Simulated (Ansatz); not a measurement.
Given:

```yaml
crystal:
  lattice:
    - [4.36784, 0.00000, 0.00000]
    - [0.00000, 4.36784, 0.00000]
    - [2.18392, -2.18392, 3.31184]
  atoms:
    - { symbol: Mg, position: [0.00000, 0.00000, 0.00000] }
    - { symbol: Te, position: [0.75000, 0.75000, 0.50000] }
```

No spin polarisation.

Computed with LDA (Ansatz, a first-principles code; PAW; 420 eV plane waves; scalar-relativistic without spin-orbit coupling). Settings: 9×9×9 k-points, 0.05 eV Fermi–Dirac smearing.

### Question
Predict the valence-band top at Γ (three highest levels, from the VBM).

### Answer
0.00, 0.00, -0.23 eV.

### Question
Estimate the band gap.

### Answer
2.38 eV.

Spin-orbit coupling, missing from the scalar runs, can matter with Te. The cells carry an imposed strain or load. Stability against distortions was not tested. The cell was made from MgTe in the zinc blende structure (space group F-43m, No. 216) by this change: biaxial strain −3.00 %, plane normal [001], relaxed out of plane.
